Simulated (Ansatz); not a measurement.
## SiCl2 on the (111) surface of germanium (2x2 Ge adatom at T4; a constructed slab, bottom: 4 H on 4 bottom sites), one in a cell of 57 Å², started at the site 'over Ge at depth 1.5 Å'

The numbers are results of PBE (plane waves to 420 eV, PAW; Ansatz, a first-principles code), not measurements.

Model: 40-atom slab, 13.7 Å thick at the start with caps and adatoms under the adsorbate (thin: gaps and levels are the slab's own), 3x3x1 mesh, Fermi-Dirac 0.01 eV, dipole correction, 20 atoms held, the rest relaxed; no symmetry held; no spin (no spin-polarised run to compare, though such a face may carry moments), no spin-orbit, no U, no dispersion correction. The slab shows no gap over 0.04 eV on its mesh. At the end it is bonded to 2 Ge. In PBE it is, or lies within 0.03 eV of, the lowest of the starts that converged.

```yaml
energy of the end state, in which the adsorbate broke or entered a bond of the host, against SiCl4(g) − Cl2(g): 2.78 eV
change of the step from the bottom to the top vacuum level, against the clean slab: 0.56 eV
energy released by relaxation: 2.71 eV
height of the binding atom over the mean of the host atoms within 0.3 Å of the top one: 0.584 Å
largest move of a host atom: 0.97 Å
caution: the clean host was not checked against rearrangement in a larger or rattled cell
caution: the host itself rearranges in this cell, so the energy holds part of a reconstruction
note: in the relaxation the adsorbate left its starting site by 0.8 Å
cost: about 70 core-minutes (a rough figure)
```

A negative adsorption energy means that the adsorbate is more stable on the surface than in its reference.
